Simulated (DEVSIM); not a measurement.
Structure: abrupt Si n-p junction, at 400 K.

Layer 1 from the left is Si, thickness (μm) 0.430, Nd (cm⁻³) 1.6e16, τn (s) 2e-7, τp (s) 2e-7. Layer 2 from the left is Si, thickness (μm) 19.0, Na (cm⁻³) 1.2e16, τn (s) 2e-7, τp (s) 2e-7.

Left contact: ohmic. Right contact: ohmic. Voltage is applied to the left contact. Recombination: SRH at mid-gap, radiative, Auger. Mobility is constant in doping.

The device is made up for the run: typed textbook-type constants, with dimensions and the other settings drawn at random. Values at 300 K; Nc and Nv go as T^1.5, mobilities as T to minus their exponent, the gap by Varshni's rule with the affinity fixed.

Si: gap (eV) 1.124, affinity (eV) 4.05, permittivity 11.7, Nc (cm⁻³) 2.86e19, Nv (cm⁻³) 3.1e19, μn (cm²/Vs) 1417, μp (cm²/Vs) 470, T exponent of μn 2.3, T exponent of μp 2.2, B (cm³/s) 4.7e-15, Cn (cm⁶/s) 2.8e-31, Cp (cm⁶/s) 9.9e-32, Varshni α (eV/K) 0.000473, Varshni β (K) 636.

Model (solved in DEVSIM): 1D drift-diffusion, Boltzmann statistics, complete ionisation; no tunnelling, impact ionisation, image-force lowering or self-heating.

Dark forward current:

| |V| (V) | |J| (A/cm²) |
|---|---|
| 0.05 | 0.0003281 |
| 0.10 | 0.001665 |
| 0.15 | 0.007180 |
| 0.20 | 0.02995 |
| 0.25 | 0.1232 |
| 0.30 | 0.4915 |
| 0.35 | 1.782 |
| 0.40 | 5.239 |
| 0.45 | 11.80 |
| 0.50 | 21.58 |
| 0.55 | 34.52 |
| 0.60 | 50.71 |
| 0.65 | 70.27 |
| 0.70 | 93.34 |
| 0.75 | 120.0 |
| 0.80 | 150.4 |
| 0.85 | 184.6 |
| 0.90 | 222.7 |
| 0.95 | 264.7 |
| 1.00 | 310.8 |
| 1.05 | 360.9 |
| 1.10 | 415.2 |
| 1.15 | 473.6 |
| 1.20 | 536.2 |
| 1.25 | 603.0 |
| 1.30 | 674.2 |

**Question.** Work out the local ideality factor n = ΔV / (kT/q · ln(J2/J1)) between the rows 0.15 and 0.20 V, 1.25 and 1.30 V.

**Answer.** kT/q = 34.47 mV. From 0.15 to 0.20 V: ln(0.02995/0.007180) = 1.428, n = 1.02, near the 1 of diffusion or emission over a barrier. From 1.25 to 1.30 V: ln(674.2/603.0) = 0.112, n = 13.00.

**Question.** Estimate the current at 0.20 V from the Shockley equation with J0 = Σ q ni² D/(N L) coth(W/L), τ joining the SRH, radiative and Auger lifetimes that are on, and W taken as the whole layer.

**Answer.** ni² = 3.22e25 cm⁻⁶; holes in the n layer: μ = 250 cm²/Vs, D = 8.60 cm²/s, τ = 2.00e-7 s, L = 13.1 μm, W/L = 0.033, term 6.46e-5 A/cm²; electrons in the p layer: μ = 731 cm²/Vs, D = 25.2 cm²/s, τ = 2.00e-7 s, L = 22.5 μm, W/L = 0.85, term 7.01e-6 A/cm². J0 = 7.16e-5 A/cm², and J = J0 exp(qV/kT) = 0.0237 A/cm². The simulation gives 0.0300 A/cm²; the estimate lies 21 % below. The estimate leaves out recombination in the depletion region and that region's share of W.
